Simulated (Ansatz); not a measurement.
# Fermi-surface data of LaB₆ (Pm-3m)

Input:

```
CELL_PARAMETERS angstrom
      4.15473     0.00000     0.00000
      0.00000     4.15473     0.00000
      0.00000     0.00000     4.15473
ATOMIC_POSITIONS crystal
  La 0.00000 0.00000 0.00000
  B  0.80017 0.50000 0.50000
  B  0.19983 0.50000 0.50000
  B  0.50000 0.80017 0.50000
  B  0.50000 0.19983 0.50000
  B  0.50000 0.50000 0.80017
  B  0.50000 0.50000 0.19983
```

All values below come from PBE, rigid bands (plane waves, PAW, scalar-relativistic; Ansatz, an electronic-structure program). Condition of this run: functional PBE, cell relaxed with it. Cell: cell and atoms relaxed with PBE.

| Property | Result |
|---|---|
| density of states at the Fermi level | 0.868 states/(eV·cell), both spins |
| bare Sommerfeld coefficient | 0.29 mJ/(mol of atoms·K²) |
| Drude plasma energy | 5.4 eV |
| root-mean-square Fermi velocity | 9.5e5 m/s |
| resistivity times τ | 17.0 ×10⁻²² Ω·m·s |

A metal at this level (no band gap); rigid bands, thermally averaged at 300 K, both spins. Spin-orbit coupling is left out. τ is one relaxation time for all states.
